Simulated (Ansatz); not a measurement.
An Ansatz (a first-principles code) run: Al2Pt with a change (isotropic strain +1.50 %); PBEsol (Ansatz; PAW; 420 eV plane waves; spin-orbit coupling left out).

Input:

Ansatz 0.2 input:
```yaml
crystal:
  lattice:
    - [0, 2.9925797439, 2.9925797439]
    - [2.9925797439, 0, 2.9925797439]
    - [2.9925797439, 2.9925797439, 0]
  atoms:
    - { symbol: Al, position: [0.25, 0.25, 0.25] }
    - { symbol: Al, position: [0.75, 0.75, 0.75] }
    - { symbol: Pt, position: [0, 0, 0] }
basis: { ecutwfc: 420, ecutrho_ratio: 4, xc_grid: 2, fft_grid_basis: typed }
kpoints: { mp_grid: { grid: [17, 17, 17] } }
hamiltonian:
  xc: pbesol
  dispersion: none
  pseudopotentials: { kind: paw }
scf: { occupations: { method: fermi_dirac, width: 0.1 }, convergence: { dr2_threshold: 0.0000000003 } }
relax: { f_tol: 0.005, max_steps: 50 }
output: { forces: true, stress: true }
checkpoint: { write: state.ck, write_every: 1000 }
```

Output (explanatory and most iteration lines left out):

```
Relaxation: its limit of steps is 50 (relax.max_steps)
Pseudopotential: Al, paw, valence charge 3
Pseudopotential: Pt, paw, valence charge 18
Crystal: 3 atoms, lattice volume = 53.600 Å³
Basis set: ecut = 420 eV, 1067 PW (Γ), exchange–correlation on 60×60×60 points (8 copies of the dense FFT grid, shifted against one another)
Bands: 16, of which v1, the nominal top of the filled ones, is band 12 counted from 1 (11 counted from 0)
Symmetry: 48 space group operations
Space group: Fm-3m (ITA 225), of the structure as read, at distance tolerance 3.8e-5 Å
k-points: 165 of 4913
Functional: x = pbesol(κ = 0.804, μ = 0.12345679012345678), c = pbesol(β = 0.046)
SCF iter   1: F=—  HF=-13435.491229 eV  |F-HF|=—  |Δ(HF+E_count)|=         —  Δρ=1.59e-3  dr2=1.24e-3  ethr=1.77e-3  ⟨swp⟩=5.2  Hψ=13718  notcnv=0
SCF iter   2: F=—  HF=-13435.491491 eV  |F-HF|=—  |Δ(HF+E_count)|=   2.62e-4  Δρ=7.11e-4  dr2=1.78e-4  ethr=5.16e-6  ⟨swp⟩=2.5  Hψ=5727  notcnv=0
SCF 1 converged in 7 iterations: F = -13435.491561 eV  dr2 = 6.54e-11
relax step   1: F+E_penalty+E_count = -13435.49156092 eV  Δ(F+E_penalty+E_count) = +0.000e0 eV  max|allowed force component| = 1.696e-17 eV/Å  Δτ_max = 0.0000 Å  (7 SCF iters, accepted)
SCF converged after 7 iterations
Free energy (F): -13435.491561 eV
Internal energy: -13435.452271 eV  (E = F + TS)
E sigma→0 (E₀):  -13435.471916 eV
Entropy (-TS):   -0.039290 eV (-13.097 meV/atom)
Fermi energy:    10.718405 eV
--- Forces (eV/Å), atoms counted from 1 ---
  atom   1  Al    -0.00000000     0.00000000    -0.00000000
  atom   2  Al     0.00000000    -0.00000000     0.00000000
  atom   3  Pt    -0.00000000     0.00000000     0.00000000
--- Stress (GPa, compression-positive) ---
       -5.613005      -0.000000       0.000000
       -0.000000      -5.613005       0.000000
        0.000000       0.000000      -5.613005
  P = ⅓ Tr σ = -5.6130 GPa (-56.130 kbar)
--- Relaxed structure (1 steps of the walk, 1 accepted, 0 SCFs on fresh bases) ---
  atoms:
    - { symbol: Al, position: [0.24999999999999997, 0.24999999999999997, 0.24999999999999997] }
    - { symbol: Al, position: [0.7499999999999999, 0.7499999999999999, 0.7499999999999999] }
    - { symbol: Pt, position: [0.0, 0.0, 0.0] }
```

Whether these cells are dynamically stable was not tested. The final runs are not spin-polarised. The cell was made from Al2Pt (space group Fm-3m, No. 225) by this change: isotropic strain +1.50 %.
